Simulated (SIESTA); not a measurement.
Band structure of As (R-3m, 2 atoms in the cell).

```yaml
crystal:
  lattice:
    - [1.85038, 1.06831, 3.65099]
    - [-1.85038, 1.06831, 3.65099]
    - [0.00000, -2.13663, 3.65099]
  atoms:
    - { symbol: As, position: [0.22443, 0.22443, 0.22443] }
    - { symbol: As, position: [0.77557, 0.77557, 0.77557] }
```

Method of the run: GGA PBE, numerical atomic orbitals DZP, PseudoDojo PBE standard norm-conserving potentials (rewritten from UPF to PSML) in SIESTA 5.4.2.

Settings: XC.functional = GGA; XC.authors = PBE; potentials = PseudoDojo PBE standard; PAO.BasisSize = DZP; PAO.EnergyShift = 0.01 Ry; MeshCutoff = 400 Ry; kgrid.MonkhorstPack = 9 9 9; OccupationFunction = FD; ElectronicTemperature = 1160.45 K; MaxSCFIterations = 150; SCF.Mixer.Method = Pulay; SCF.Mixer.Weight = 0.25; SCF.Mixer.History = 6; SCF.DM.Tolerance = 1.0E-05.

The starting cell comes from a database of computed structures (which also holds hypothetical and non-ambient phases and stackings), without a prior relaxation at this level. Its lattice was rescaled by a random factor within 2.5 % of one. Values carry the incompleteness of an atom-centred basis.

Levels in eV from the Fermi level, bands 12 to 17:
| point | 12 | 13 | 14 | 15 | 16 | 17 |
|---|---|---|---|---|---|---|
| Γ | -6.19 | -2.89 | -2.12 | -2.12 | 1.41 | 2.74 |
| L | -11.36 | -3.37 | -3.22 | -0.66 | -0.37 | 0.32 |
| B1 | -10.97 | -6.25 | -5.44 | -1.81 | 1.22 | 5.17 |
| B | -10.97 | -6.25 | -5.44 | -1.81 | 1.22 | 5.17 |
| Z | -10.01 | -1.90 | -1.90 | -0.62 | 1.01 | 1.01 |
| X | -11.29 | -6.47 | -3.77 | -3.74 | 2.79 | 3.22 |
| Q | -11.29 | -6.47 | -3.77 | -3.74 | 2.79 | 3.22 |
| F | -10.24 | -6.04 | -4.43 | -4.33 | 1.62 | 5.24 |
| P1 | -10.45 | -6.31 | -4.00 | -3.18 | 2.04 | 3.91 |
| P | -10.45 | -6.31 | -4.00 | -3.18 | 2.04 | 3.91 |

Bands cross the Fermi level along this path, so the cell is metallic at this level.

Higher empty bands are left out: an atom-centred basis made for the valence describes them poorly.
